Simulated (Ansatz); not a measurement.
The starting structures come from a database of crystals and need not be the phases stable at ambient conditions.

Consider the following.

```xyz
4
Lattice="3.8062 0.0000 0.0000 0.0000 3.8062 0.0000 0.0000 0.0000 3.9204" Properties=species:S:1:pos:R:3 pbc="T T T"
W      0.0000     0.0000     0.0000
O      0.0000     0.0000     1.9602
O      1.9031     0.0000     0.0000
O      0.0000     1.9031     0.0000
```

The cell is strained (lengths along the current scaled by 1.03, ions clamped); by PBEsol it stands under a pressure of -7.6 GPa.

Transport runs along the normal of the first two printed cell vectors, the (001) (indices of the unstrained crystal) plane of the conventional cell.

The gap is the functional's own, uncorrected, and κ follows it; spin-orbit coupling is left out. Mid-gap means the computed energy nearest the middle.

**Question.** Give the band gap and the smallest decay constant κ at mid-gap that PBEsol run with Ansatz (an electronic-structure program) yields.

**Answer.** Gap 0.48 eV on a 8×8×8 mesh; κ = 0.096 1/Å, at the zone centre.
